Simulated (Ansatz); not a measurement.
System: interstitial O in monoclinic HfO2 (charge state -2). Computed with PBE, PAW (plane waves to 420 eV; Ansatz, a program for electronic structure).

Cell of 216 host sites held at the relaxed PBE lattice; the Γ point alone; Fermi-Dirac width 0.01 eV, spin-restricted; finite-size errors left in. Energies are static. Spin-orbit coupling is left out. The charge state is imposed; whether it is stable for some Fermi level was not computed. Sites that were not tried may lie lower.

Barriers: single points on a 2×2×2 k-point mesh shifted by half a step at the bands' geometries.

The step: several atoms move together, O the farthest. Atoms about the jump, Cartesian Å from the middle of the jump, before and after:

```csv
atom,x0,y0,z0,x1,y1,z1
O1,-0.48,0.32,-0.56,0.48,-0.32,0.56
Hf2,-1.53,0.24,1.34,-1.35,0.06,1.47
Hf3,1.35,-0.06,-1.47,1.53,-0.24,-1.34
O4,-0.64,2.09,1.06,-0.61,1.93,0.88
O5,0.61,-1.93,-0.88,0.64,-2.09,-1.06
O6,0.29,1.54,-2.43,-0.09,0.95,-1.82
O7,0.09,-0.95,1.82,-0.29,-1.54,2.43
O8,2.30,1.32,-0.09,2.39,1.33,-0.08
O9,-2.39,-1.33,0.08,-2.30,-1.32,0.09
Hf10,-1.10,2.29,-1.08,-1.27,2.42,-1.08
Hf11,1.27,-2.42,1.08,1.10,-2.29,1.08
O12,2.82,-1.25,0.17,2.88,-1.31,0.18
O13,-2.88,1.31,-0.18,-2.82,1.25,-0.17
```

Q: Give the saddle-point geometry and the barrier.

A: 
```
atom      x      y      z
----  -----  -----  -----
O1     0.00   0.02   0.00
Hf2   -1.42   0.18   1.39
Hf3    1.42  -0.16  -1.40
O4    -0.71   2.14   1.02
O5     0.69  -2.12  -1.01
O6     0.06   1.25  -2.16
O7    -0.07  -1.25   2.15
O8     2.37   1.34  -0.10
O9    -2.37  -1.33   0.08
Hf10  -1.20   2.41  -1.09
Hf11   1.20  -2.40   1.08
O12    2.79  -1.25   0.18
O13   -2.79   1.26  -0.19
```
It lies 0.56 eV above the start and 0.56 eV above the end. The saddle point's order was not checked, and it lies on a symmetry element of the cell, where a band can be held.
